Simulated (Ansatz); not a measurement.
Given:

```
BP
1.0
    3.20471     0.00000     0.00000
   -1.60235     2.77536     0.00000
    1.60235    -0.92512     2.61663
B P
1 1
Cartesian
  0.00000   0.00000   0.00000
  0.00000   1.85024   0.65416
```

Space group of this cell: F-43m, zinc blende. The cell is taken as given.

The current runs along the normal of the first two printed vectors, the (111) plane. All runs by Ansatz (a program for electronic structure), plane waves and PAW, without spin-orbit coupling; the base is r2SCAN.

```csv
run,mean pressure (GPa),gap (eV),mid-gap κ (1/Å)
base,0.5,1.41,0.139
all lengths scaled by 0.98,12.1,(withheld),(withheld)
all lengths scaled by 1.02,-8.6,1.49,0.141
lda in place of r2scan,-4.6,1.18,0.133
"lengths across the current scaled by 0.98, ions clamped",8.1,1.31,0.130
"lengths across the current scaled by 1.02, ions clamped",-5.7,(withheld),(withheld)
"lengths along the current scaled by 0.97, ions clamped",6.3,1.29,0.153
"lengths along the current scaled by 1.03, ions clamped",-4.1,(withheld),(withheld)
pbesol in place of r2scan,-1.3,1.12,0.129
```

Task: Fill in the missing entries.

Result: 
- all lengths scaled by 0.98, gap (eV): 1.32
- all lengths scaled by 0.98, mid-gap κ (1/Å): 0.136
- lengths across the current scaled by 1.02, ions clamped, gap (eV): 1.43
- lengths across the current scaled by 1.02, ions clamped, mid-gap κ (1/Å): 0.151
- lengths along the current scaled by 1.03, ions clamped, gap (eV): 1.39
- lengths along the current scaled by 1.03, ions clamped, mid-gap κ (1/Å): 0.127
